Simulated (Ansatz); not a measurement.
Abridged Ansatz (a program for electronic structure) output:

```
Pseudopotential: Zr, paw, valence charge 12
Pseudopotential: P, paw, valence charge 5
Crystal: 2 atoms, lattice volume = 36.789 Å³
Basis set: ecut = 420 eV, 713 PW (Γ), exchange–correlation on 48×48×48 points (8 copies of the dense FFT grid, shifted against one another)
Bands: 13, of which v1, the nominal top of the filled ones, is band 9 counted from 1 (8 counted from 0)
Symmetry: 12 space group operations
k-points: 216 of 3150 (time reversal used)
Functional: x = pbesol(κ = 0.804, μ = 0.12345679012345678), c = pbesol(β = 0.046)
SCF iter   1: F=—  HF=-4871.337077 eV  |F-HF|=—  |Δ(HF+E_count)|=         —  Δρ=2.74e-2  dr2=3.16e-1  ethr=3.10e-3  ⟨swp⟩=6.0  Hψ=17728  notcnv=0
SCF iter   2: F=—  HF=-4871.276802 eV  |F-HF|=—  |Δ(HF+E_count)|=   6.03e-2  Δρ=1.77e-2  dr2=1.46e-1  ethr=1.86e-3  ⟨swp⟩=1.0  Hψ=4540  notcnv=0
SCF 1 converged in 8 iterations: F = -4871.230213 eV  dr2 = 6.78e-12
SCF converged after 8 iterations
Free energy (F): -4871.230213 eV
Internal energy: -4871.209758 eV  (E = F + TS)
E sigma→0 (E₀):  -4871.219986 eV
Entropy (-TS):   -0.020455 eV (-10.228 meV/atom)
Fermi energy:    12.544778 eV
--- Forces (eV/Å), atoms counted from 1 ---
  atom   1  Zr    -0.00000000     0.00000000     0.00000000
  atom   2  P     -0.00000000     0.00000000     0.00000000
--- Stress (GPa, compression-positive) ---
        0.000630      -0.000000       0.000000
        0.000000       0.000630       0.000000
        0.000000       0.000000      -0.000851
  P = ⅓ Tr σ = 0.0001 GPa (0.001 kbar)
```

Question: What was computed, and what are the main results?

Answer: ZrP, 2 atoms in the cell, with PBEsol/PAW in Ansatz, no spin-orbit coupling, earlier PAW set. The last SCF converged to F = -4871.230213 eV, or -2435.6151 eV per atom, at a pressure of 0.00 GPa. The total energy compares only with runs of the same code, potentials and settings.

No phonon test of stability was made. The final runs are not spin-polarised. An odd electron count without spin: ZrP. The cell was made from MoP by this change: Mo → Zr; the result is a hypothetical phase, not in the database extracts checked. ZrP has a high density of states at the Fermi level and may be magnetic at this level.
